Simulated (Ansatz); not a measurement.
Structure of amorphous Mg14Te42 (periodic cell):

```xyz
56
Lattice="12.4622 1.0589 0.4350 1.0589 11.4946 0.1679 0.4350 0.1679 12.1309" Properties=species:S:1:pos:R:3 pbc="T T T"
Mg     4.0588     1.1411     8.2079
Mg     5.5613     0.8084     4.4087
Mg    12.8702     5.0433     6.7420
Mg     6.8325     8.8602     8.8792
Mg     3.9574     5.2081    12.1205
Mg    11.9946     5.1142    11.5139
Mg     2.2633    11.6465    11.2946
Mg     8.8423     3.2005     7.2107
Mg     5.7734     8.5679     1.2863
Mg     7.1959     4.9832     2.6646
Mg     9.5227     1.9341     2.2361
Mg     9.9519     9.8745     5.9428
Mg     1.9555     7.4656     7.3042
Mg    13.5348    11.7890     4.5889
Te     6.1148     7.0179    11.0173
Te     8.0854    11.9540     2.2320
Te    11.3489    10.6482     8.4967
Te     1.5993     9.7345     8.7948
Te    10.8517     7.6437    10.0119
Te     0.5953     1.5071     7.6090
Te     2.3281     7.5208    11.6216
Te     9.9241     4.7453     1.8017
Te     2.9809     1.8343     4.0767
Te     5.6179     5.3244     5.9225
Te     7.3080     3.0076     4.7359
Te     3.3258     4.9826     2.8414
Te     7.9695     6.9393     0.5469
Te    10.8759     1.2134    11.7740
Te     6.4407    11.2468    12.1882
Te     0.6746     5.3752     3.7928
Te    10.1591     5.3610     5.8927
Te     3.7387     3.5860     9.8547
Te     7.8891     3.3527    11.0978
Te     5.4634     9.1421     4.0846
Te     7.2984    10.9326     6.8725
Te     3.2192    11.1262     6.0843
Te    10.2745     0.9816     6.1293
Te     0.8474     5.3748     8.7344
Te     4.5700    10.4955    10.0719
Te     9.5672     9.5957     3.0944
Te     3.3846     3.3180     6.4978
Te     9.2007     7.5791     7.5718
Te     3.1065     8.0907     2.0411
Te     5.5336     3.1908     1.1468
Te    11.8600     7.5013     0.6961
Te     8.6842    10.4302    10.6222
Te     1.8890     2.8002    11.9000
Te     4.6427     7.5044     7.6391
Te    11.4870     3.3560     3.9271
Te    12.8784     8.9638     5.4960
Te     2.8676    10.9875     1.8845
Te    10.6629     3.3294     9.6909
Te    12.0017    10.8563     2.3171
Te     7.5064     7.2504     4.5462
Te     7.0542     1.4060     8.8963
Te     6.6944     4.5591     8.6278
```

The numbers are results of PBE-D3(BJ), scalar-relativistic without spin-orbit coupling, PAW (Ansatz default set, large-core Te) (plane waves to 420 eV; Ansatz, an electronic-structure program), not measurements.

A CHGNet melt-quench gave the starting glass, which DFT then relaxed. The hot cell started wider than the set density and was brought back towards it in steps. It is the lowest in DFT energy of 3 quenches. It is a model cell: composition and starting density were chosen by hand, and all elements were melted together. The geometry includes D3(BJ) dispersion. Its density started from a set value of 5.30 and ended at 5.50 g/cm³. The simulated quench (nominally 76 K/ps over its main leg) is rapid and tends to freeze in more defects than a deposited or slowly cooled glass has. Values belong to this one cell and scatter from quench to quench. Volume and shape were free in the relaxation. On a 2×2×2 Γ-centred mesh force components of up to 0.17 eV/Å stay, since the relaxation ran on one k-point at (1/4, 1/4, 1/4).

Bonds are counted up to Mg-Mg 3.38 Å, Mg-Te 3.36 Å, Te-Te 3.24 Å.

Give the coordination numbers, mean bond lengths and angles.


| Property | Result |
|---|---|
| Mean coordination of Mg | 5.36 (2 with 4, 5 with 5, 7 with 6) |
| Mean coordination of Te | 3.74 (1 with 2, 15 with 3, 21 with 4, 4 with 5, 1 with 6) |
| Mean Te-Te bond | 2.972 Å (spread 0.115 Å, 41 counted) |
| Mean Mg-Te bond | 2.924 Å (spread 0.123 Å, 75 counted) |
| Bond angle at Mg | mean 104.5°, spread 28.3° |
| Bond angle at Te | mean 103.0°, spread 27.5° |

What Bader charges do the atoms carry, from a run on one k-point at (1/4, 1/4, 1/4)?

Means (range): Mg +1.54 e (+1.53 to +1.56), Te -0.51 e (-1.15 to +0.11).
| atom | charge (e) |
|---|---|
| Mg1 | +1.55 |
| Mg2 | +1.54 |
| Mg3 | +1.53 |
| Mg4 | +1.56 |
| Mg5 | +1.55 |
| Mg6 | +1.55 |
| Mg7 | +1.54 |
| Mg8 | +1.55 |
| Mg9 | +1.54 |
| Mg10 | +1.53 |
| Mg11 | +1.54 |
| Mg12 | +1.54 |
| Mg13 | +1.53 |
| Mg14 | +1.54 |
| Te15 | -0.75 |
| Te16 | -0.55 |
| Te17 | -0.18 |
| Te18 | -0.50 |
| Te19 | -0.07 |
| Te20 | -0.51 |
| Te21 | -0.29 |
| Te22 | -0.81 |
| Te23 | -0.32 |
| Te24 | +0.11 |
| Te25 | -1.12 |
| Te26 | -0.43 |
| Te27 | -0.60 |
| Te28 | -0.63 |
| Te29 | -0.22 |
| Te30 | -0.18 |
| Te31 | -0.57 |
| Te32 | -0.55 |
| Te33 | -0.04 |
| Te34 | -0.52 |
| Te35 | -1.15 |
| Te36 | -0.42 |
| Te37 | -0.84 |
| Te38 | -0.83 |
| Te39 | -0.93 |
| Te40 | -0.32 |
| Te41 | -0.48 |
| Te42 | -0.61 |
| Te43 | -0.17 |
| Te44 | -0.67 |
| Te45 | -0.35 |
| Te46 | -0.27 |
| Te47 | -0.88 |
| Te48 | -0.84 |
| Te49 | -0.57 |
| Te50 | -0.84 |
| Te51 | -0.71 |
| Te52 | -0.62 |
| Te53 | -0.55 |
| Te54 | -0.34 |
| Te55 | -0.21 |
| Te56 | -0.25 |
